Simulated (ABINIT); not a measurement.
Equation of state of rock-salt SnTe (space group 225): energy against volume (ABINIT, LDA)

```
SnTe
1.0
    0.00000     3.03710     3.03710
    3.03710     0.00000     3.03710
    3.03710     3.03710     0.00000
Sn Te
1 1
Direct
  0.00000   0.00000   0.00000
  0.50000   0.50000   0.50000
```

Method: LDA (PW92), norm-conserving pseudopotentials (PseudoDojo nc-sr-04 LDA standard) (plane waves; ABINIT 10.0.3). Settings: pseudos = [Sn.upf, Te.upf]; ecut = 53 Ha; occopt = 3; tsmear = 0.01 eV; ngkpt = 9 9 9; nshiftk = 1; shiftk = 0 0 0; potentials = PseudoDojo nc-sr-04 LDA standard; nband = 21; kptopt = 1; nstep = 60; tolvrs = 1e-11. The cell above is the first row's. The rows scale it uniformly. In all rows fractional positions and the k mesh are held. E is the free energy at the stated smearing, counted from the lowest row.

| V (Å^3/atom) | E (meV/atom) |
|---|---|
| 28.014 | ? |
| 28.623 | 15.77 |
| 29.232 | 5.98 |
| 29.841 | 0.89 |
| 30.450 | 0.00 |
| 31.059 | 2.86 |
| 31.668 | 9.08 |
| 32.277 | 18.31 |
| 32.886 | 30.23 |

Task: Using the third-order Birch-Murnaghan form, a cubic in V^(-2/3), estimate the missing E at V = 28.014 from the other rows, showing the fit.

Result: With u = V^(-2/3) - 0.1020, the rows have u = 0.0048702, 0.0033807, 0.0019420, 0.0005514, -0.0007935, -0.0020952, -0.0033559, -0.0045775. Least squares gives E = 0.730 - 1885.4·u + 1008180·u² + 2667753·u³. Residuals (row less fit): 0.001, -0.002, 0.000, 0.003, 0.000, -0.002, -0.001, 0.001; standard error 0.002 (degrees of freedom: 4). Its minimum lies at u = 0.0009316, so V0 = (0.1029316)^(-3/2) = 30.28. There d²E/du² = 2031000 and d³E/du³ = 1.601e7, so B0 = (4/9) × 30.28^(-7/3) × 2031000 × 0.160218 = 50.6 GPa (the last factor turns the table's units into GPa), and B0' = 4 + (2/3) × 0.1029316 × (1.601e7)/2031000 = 4.5. The program's pressures in the fitted runs (not shown) pass through zero at V = 30.27, 0.03 % from this V0. At the withheld row, u = 0.0064135, so E = 0.730 - 1885.4 × 0.0064135 + 1008180 × 0.0064135² + 2667753 × 0.0064135³ = 30.811 meV/atom. The calculation gives 30.82 meV/atom, 0.009 meV/atom above the prediction (under 0.05 % of the range of E in the table). The row lies outside the fitted rows, so this is an extrapolation. From the scatter of the fitted rows alone, a prediction at this place has a standard error of 0.006 meV/atom, so the miss is 1.6 times that.

Carrying the step between the two nearest rows on in a straight line would have given 25.56, off by 5.26; series whose last step already gives the withheld value aren't shown. The scan was laid around a cell of about the measured size, scaled by a guess for this functional. This is the room-temperature phase, which distorts on cooling and is held here by symmetry. The runs keep the symmetry of the cell, so they don't test it for distortions. The LDA file for Te was generated anew from PseudoDojo's inputs, some of which were changed. Spin-orbit coupling is off. Cutoffs and mesh are single choices, not tested for convergence of this quantity. Series with a scatter that would blur these digits, or in which a gap closes, are not shown. Nor are scans whose minimum lies at an end fitted in this form.
